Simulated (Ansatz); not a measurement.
Base system: TiAl (space group P4/mmm, No. 123; a = 2.796 Å, c = 4.038 Å; relaxed with 0.1 eV smearing). Axes: x, y, z lie along a, b, c of the conventional cell.

Calculations: PBEsol (Ansatz, a first-principles code, PAW, no spin-orbit coupling).

One thing is altered: a pure shear with ε_xz = ε_zx = 0.0114, atoms relaxed at fixed cell.

Predict the stress tensor and what it implies for the stiffness.

Stress of the strained cell less that of the base (GPa, compression positive):
```
    0.1     0.0    -2.7
    0.0     0.1     0.0
   -2.7     0.0     0.1
```

Then −Δσ/γ with γ = 2ε = 0.0228 gives relaxed-ion elastic constants: C55 ≈ 119 GPa.

No phonon test of stability was made. All final runs are without spin polarisation.
